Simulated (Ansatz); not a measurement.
Mn interstitial (silicon host)

Level of theory: PBE, PAW (plane waves to 420 eV; Ansatz, a quantum-chemistry and plane-wave program). Cell: 64 sites, 2×2×2; final energies on a 2×2×2 shifted mesh. Site at the start: void with 4Si nearest. Energies of charged states are corrected for periodic images (point charge plus alignment at distant sites). Dielectric constants: PBE linear response of the host. Host gap at this level: 0.61 eV. A cell of this size leaves errors of a few tenths of an eV. The semilocal functional narrows the gap, so deep levels can fall outside it. Spin–orbit coupling is left out, and no Hubbard U is applied to the open shells. Each state is the lowest found from its start.

Formation energies E_f are given with the Fermi level at the valence-band maximum. Chemical conditions: host crystal and elements as references (Δμ(Mn) = 0.00 eV; Mn taken from its element, since no compound that bounds it was computed at this level; only phases computed here count, gases as isolated molecules at 0 K). Reference phases: Mn: fcc-type Mn, layered antiferromagnet.

The name describes the start; the neighbours show where the added atom ended.

| charge | moment (μB) | point group | largest move off a lattice site (Å) | neighbours of the added atom at the end (Å) | image correction with alignment (eV) | E_f, host crystal and elements as references (eV) | above the lowest spin state (eV) |
|---|---|---|---|---|---|---|---|
| +2† | 5.0 | – | 0.10 | Si 2.46, Si 2.46, Si 2.46, Si 2.46 | 0.89 | – | 0.00 |
| +2† | 5.0 | – | 0.10 | Si 2.46, Si 2.46, Si 2.46, Si 2.46 | 0.89 | – | 0.00 |
| +1† | 4.0 | – | 0.07 | Si 2.44, Si 2.44, Si 2.44, Si 2.44 | 0.32 | – | 0.00 |
| +1 | not spin-polarised | Td | 0.04 | Si 2.41, Si 2.41, Si 2.41, Si 2.41 | 0.31 | 1.84 | 0.49 |
| 0 | 3.0 | C2v | 0.12 | Si 2.42, Si 2.43, Si 2.43, Si 2.44, Si 2.61 | 0.00 | 1.60 | 0.00 |
| 0 | 3.0 | C2v | 0.12 | Si 2.42, Si 2.43, Si 2.43, Si 2.44, Si 2.61 | 0.00 | 1.60 | 0.00 |
| −1† | 2.0 | – | 0.04 | Si 2.41, Si 2.41, Si 2.41, Si 2.41 | -0.07 | – | 0.00 |
| −1† | not spin-polarised | – | 0.05 | Si 2.41, Si 2.41, Si 2.42, Si 2.42 | -0.07 | – | 0.60 |

† Not settled in this cell, so no level is given: charge +2: level within 0.1 eV of a band edge or past it; charge +1: a level filled in part; charge −1: level within 0.1 eV of a band edge or past it.

Point groups are those of the whole cell at tolerances of 0.03 and 0.1 Å ("near" where only the looser one holds); none is given for unsettled states.

Starting moments that weren't kept: charge +2 began with 1 μB and ended with 5.0; charge 0 began with 1 μB and ended with 3.0.

No other site or start that was run ended lower by more than 0.1 eV.
